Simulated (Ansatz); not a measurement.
Worked calculations on one periodic cell of amorphous Al28O43Zn: Al28O43Zn, 72 atoms, volume 788.8 Å³, made by a melt-quench on the CHGNet potential and relaxed with DFT. O atoms were pushed apart under 1.9 Å during the dynamics, to hinder bonds among them. It is a model cell: composition and starting density were chosen by hand, and all elements were melted together. Cycles of charging were run to anneal it. Level of theory: PBE, scalar-relativistic without spin-orbit coupling (plane waves to 420 eV, PAW; Ansatz, a first-principles code). Sampling: a 2×2×2 Γ-centred mesh; Fermi-Dirac width 0.02 eV; no spin polarisation. Its volume was relaxed, its shape was free, and it stands at a mean pressure of 0.1 GPa with stress components up to 0.1 GPa; the relaxation ran on the zone centre alone. Its density went from a set 3.17 to 3.18 g/cm³. The cell is small and was quenched far faster than a real film, so it is one sample of the glass.

Task: Count formal charges (Al +3, O -2, Zn +2). What does the count lead one to expect at the Fermi level, and what does the calculation give?

Result: 28 × (+3) + 43 × (-2) + 1 × (+2) = 0. The charges balance, so the anion-derived valence states can be full and a gap can open. On this mesh the highest filled and lowest empty level lie 3.27 eV apart, the PBE gap of this cell, with a localised state at one edge or both.

Four energies for an added electron at PBE on the zone centre alone (charged cells in a uniform background, spin-polarised): neutral at the neutral geometry -42861.067 eV; charged at the neutral geometry -42852.520 eV; charged and relaxed -42852.576 eV; neutral at the charged geometry -42860.981 eV.

Task: Find the two relaxation energies and their sum, the reorganisation energy.

Result: On charging: -42852.520 − (-42852.576) = 0.056 eV. On discharging: -42860.981 − (-42861.067) = 0.086 eV. The sum is 0.142 eV. The carrier's level spreads over 43 of the 72 atoms' worth, more than a fifth of the atoms or a third of the atoms of its main element (six at least), and the sum is small, so it counts as a band carrier, whose relaxation energy shrinks as the cell grows. PBE's self-interaction favours spread-out carriers, so a hybrid can localise more.

Four energies for a hole at PBE on the zone centre alone (charged cells in a uniform background, spin-polarised): neutral at the neutral geometry -42861.067 eV; charged at the neutral geometry -42866.229 eV; charged and relaxed -42866.369 eV; neutral at the charged geometry -42860.361 eV.

Task: Find the two relaxation energies and their sum, the reorganisation energy.

Result: On charging: -42866.229 − (-42866.369) = 0.140 eV. On discharging: -42860.361 − (-42861.067) = 0.706 eV. The sum is 0.846 eV. The carrier's level spreads over 5 of the 72 atoms' worth, so it counts as localised, most on one O atom with neighbours Al 1.87 Å, Al 1.88 Å, Al 2.01 Å (neutral geometry). The values are uncorrected: the image energy of a point charge in this cell, 2.84 × 14.40 / (2 × 9.2) = 2.2 eV before screening, is screened by electrons alone at the fixed geometry and by ions too after relaxing, and the carrier can be spread before it relaxes, so each term can be off by up to that value times 1/ε∞, some tenths of an eV. PBE's self-interaction favours spread-out carriers, so a hybrid can localise more.
